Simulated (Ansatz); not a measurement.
Several settings converged on LuCl3 (P6_3/mmc, 8 atoms in the cell)

```
CELL_PARAMETERS angstrom
      9.41660     0.00000     0.00000
     -4.70830     8.15502     0.00000
      0.00000     0.00000     3.45521
ATOMIC_POSITIONS crystal
  Lu 0.66667 0.33333 0.25000
  Lu 0.33333 0.66667 0.75000
  Cl 0.78410 0.21590 0.75000
  Cl 0.21590 0.78410 0.25000
  Cl 0.56820 0.78410 0.25000
  Cl 0.43180 0.21590 0.75000
  Cl 0.78410 0.56820 0.75000
  Cl 0.21590 0.43180 0.25000
```

Base method: LDA (PW92), default PAW files made with PBE (plane waves; Ansatz, a quantum-chemistry and plane-wave program).

Base settings: basis.ecutwfc = 420 eV; kpoints.mp_grid.grid = 3 3 7; hamiltonian.xc = lda; hamiltonian.pseudopotentials = {kind: paw} (the program's default PAW files); scf.occupations.method = fixed.

Core times come from one kind of shared machine, to one figure; runs under 30 s give none.

**Zone-centre phonons against the cutoff**

In this ladder: phonons.method = dfpt; phonons.dielectric = true; phonons.rigid_motions = translations.

The mesh stays at the base's, so the ladder's end is converged at best in this setting alone.

Frequencies are those of the unrelaxed cell, without the LO-TO term of polar crystals.

Only quantities that move along the ladder and can be compared are tabulated.

ε∞ and Born charges come from denser meshes that the program picks itself.

| basis.ecutwfc | highest zone-centre frequency (cm⁻¹) | lowest optical frequency (cm⁻¹) | largest Born charge (mean of the diagonal) (e) | core time / last (rough) |
|---|---|---|---|---|
| 210 eV | 281.9 | 17.8 | 2.864 | 0.7 |
| 295 eV | 289.2 | 8.8 | 2.854 | 0.7 |
| 355 eV | 288.8 | 9.1 | 2.853 | 1 |
| 420 eV | 288.5 | 9.2 | 2.853 | 1 |

Coarsest basis.ecutwfc that holds the largest Born charge (mean of the diagonal) within 0.005 e of the last step, with all finer ones: 295 eV; the step before is off by 0.011 e.

Coarsest basis.ecutwfc that holds the lowest optical frequency within 1 cm⁻¹ of the last step, with all finer ones: 295 eV; the step before is off by 8.6 cm⁻¹.

Coarsest basis.ecutwfc that holds the highest zone-centre frequency within 2 cm⁻¹ of the last step, with all finer ones: 295 eV; the step before is off by 6.6 cm⁻¹.

**The dielectric constant against the mesh**

In this ladder: dielectric = true; dielectric.field_mesh = kpoints.

Only quantities that move along the ladder and can be compared are tabulated.

| kpoints.mp_grid.grid | largest Born charge (mean of the diagonal) (e) | mean ε∞ | core time / last (rough) |
|---|---|---|---|
| 1 1 3 | 2.881 | 2.560 | – |
| 2 2 3 | 2.863 | 2.602 | 0.07 |
| 2 2 4 | 2.861 | 2.635 | 0.09 |
| 5 5 11 | 2.857 | 2.662 | 1 |

Coarsest kpoints.mp_grid.grid that holds the mean ε∞ within 0.05 : not settled: the last two steps still differ by 0.027 , over half the tolerance, so the ladder does not show it.

Coarsest kpoints.mp_grid.grid that holds the largest Born charge (mean of the diagonal) within 0.02 e of the last step, with all finer ones: 2 2 3, at about 0.07 of the last step's time; the step before is off by 0.024 e.

The dielectric constant is not shown to be converged to 2 % within this ladder.

On the base run: the starting cell comes from a database of computed structures (which also holds hypothetical and non-ambient phases and stackings), without a prior relaxation at this level. Its lattice was rescaled by up to half a per cent.

Keys are those of Ansatz 0.2.
